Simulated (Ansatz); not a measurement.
Start from HfC in the rock salt structure (space group Fm-3m, No. 225; a = 4.6071 Å; relaxed with 0.1 eV smearing).

The values are results of PBEsol in Ansatz (plane waves to 420 eV, PAW, no spin-orbit coupling), not measurements.

Base values:

```
Item       Result
--------  -------
Pressure  0.0 GPa
Band gap     zero
```

Now apply this change: every lattice vector is stretched by 0.50 %; the atoms relax in the strained cell.

Predict the new energy relative to the base.

The energy grows by 2.1 meV/atom.

What happens to the pressure?

The pressure goes from zero to -3.6 GPa.

Estimate the effect on the band gap.

The band gap stays zero.

No phonon test of stability was made. The final runs are not spin-polarised.

Ansatz is an electronic-structure program.
